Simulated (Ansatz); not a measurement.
## ZnGeP2 under a change: pressure −1 GPa

Take ZnGeP2 in the chalcopyrite structure (space group I-42d, No. 122; a = 5.424 Å, c = 10.710 Å) as the base.

It is then changed as follows: a negative pressure, −1 GPa.

Computed with PBEsol (Ansatz, an electronic-structure program), scalar-relativistic without spin-orbit coupling, earlier PAW set. Γ-centred 9×9×9 mesh, Fermi–Dirac width 0.05 eV.

The lattice parameter a rises by 0.022 Å, from 5.424 Å to 5.446 Å and the c/a ratio stays 1.974. The shortest interatomic distance increases by 0.0088 Å, from 2.334 Å to 2.342 Å and the enthalpy H = E + PV relative to the base's energy comes out as -0.12 eV/atom. The band gap grows by 0.02 eV (1.07 eV → 1.09 eV) and the gap character stays indirect, Γ → M–S (33 % along). The smallest direct gap rises by 0.03 eV (1.24 eV → 1.27 eV) and the width of the top valence band decreases by 0.03 eV to 1.47 eV. The hole mass changes from 0.096 mₑ along c, 0.33 mₑ across (at Γ) to 0.091 mₑ along c, 0.34 mₑ across (at Γ) and the valence-band top at Γ (three highest levels, from the VBM) remains 0.00, -0.07, -0.07 eV.

Load acts through the strain it causes; cell and atoms are relaxed under it. Masses are band curvatures over ±0.01 Å⁻¹ around the edge. No phonon test of stability was made.
